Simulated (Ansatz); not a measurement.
## Zr under a change: isotropic strain −2.00 %

The reference is Zr in the hcp (Mg type) structure (space group P6_3/mmc, No. 194; a = 3.2304 Å, c = 5.1788 Å; relaxed with 0.1 eV smearing).

Now apply this change: an isotropic linear strain of −2.00 %, atoms relaxed at fixed cell.

All numbers come from PBE, PAW, 420 eV (Ansatz, an electronic-structure program; spin-orbit coupling left out). k-mesh 21×21×11 (Γ-centred); smearing 0.1 eV (Fermi–Dirac).

The volume per atom decreases by 1.376 Å³, from 23.40 Å³ to 22.03 Å³ and the space group is still P6_3/mmc (No. 194). The shortest interatomic distance shrinks by 0.064 Å to 3.127 Å and the energy increases by 26 meV/atom. The pressure (mean of the normal stresses, compression positive) goes from zero to 6.2 GPa and the band gap is still zero.

Final structure:

```
CELL_PARAMETERS angstrom
      3.16580     0.00000     0.00000
     -1.58290     2.74166     0.00000
      0.00000     0.00000     5.07522
ATOMIC_POSITIONS crystal
  Zr 0.66667 0.33333 0.75000
  Zr 0.33333 0.66667 0.25000
```

Whether these cells are dynamically stable was not tested. All final runs are without spin polarisation.
